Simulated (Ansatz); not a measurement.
Where the default PAW files enter, the runs use the earlier of Ansatz's two default sets.

Inside the gap of an insulator the Bloch states are evanescent, with a wavenumber k + iκ along the transport direction.

```
CELL_PARAMETERS angstrom
      3.23274     0.00000     0.00000
      0.00000     4.57179     0.00000
      1.61637     2.28590     1.61637
ATOMIC_POSITIONS crystal
  Na 0.00000 0.00000 0.00000
  F  0.00000 0.50000 0.00000
```

Space group of this cell: Fm-3m, rock salt. The cell is taken as given; by r2SCAN its mean pressure is 0.9 GPa.

Transport runs along the normal of the first two printed cell vectors, the (110) plane of the conventional cell.

The gap is the functional's own, uncorrected, and κ follows it; spin-orbit coupling is left out. Mid-gap values are interpolated between the computed energies.

Predict the band gap and the smallest decay constant κ at mid-gap from Ansatz (a first-principles code) with r2SCAN.

Gap 7.37 eV on a 18×18×18 mesh; κ = 0.562 1/Å, at the zone centre.
